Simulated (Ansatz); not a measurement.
Density of states of LuAlO$_{3}$ (Pnma) below the valence band maximum, PBEsol, rigid bands run with Ansatz (an electronic-structure program); cell volume 198.0 Å³.

(energy from edge (eV), 10⁻³ states/eV/cell): (0.006, 308); (0.031, 1210); (0.056, 2520); (0.081, 4770); (0.106, 7760); (0.131, 12800); (0.156, 20300); (0.181, 27700); (0.206, 32900); (0.231, 27800); (0.256, 25900); (0.281, 23100); (0.319, 29800); (0.344, 30600); (0.369, 27200); (0.394, 29100); (0.419, 31600); (0.444, 33000); (0.469, 30200); (0.494, 28100); (0.519, 32800); (0.544, 29300); (0.569, 22900); (0.594, 22500)

**Question.** What effective density of states at 300 K does this give (∫ g(E) exp(−E/k_BT) dE, both spins, divided by the cell's size)?

**Answer.** 1.7e20 cm⁻³, a density-of-states mass of 3.6 mₑ, valleys and band degeneracy included.

Spin-orbit coupling is left out; where it splits the top of the valence band, N_v and the p-type Seebeck coefficient come out somewhat high without it. Geometry: cell and atoms relaxed with PBEsol.

Computed structure with no diffraction record at hand here (it may be known, metastable or hypothetical): LuAlO3 (Pnma).
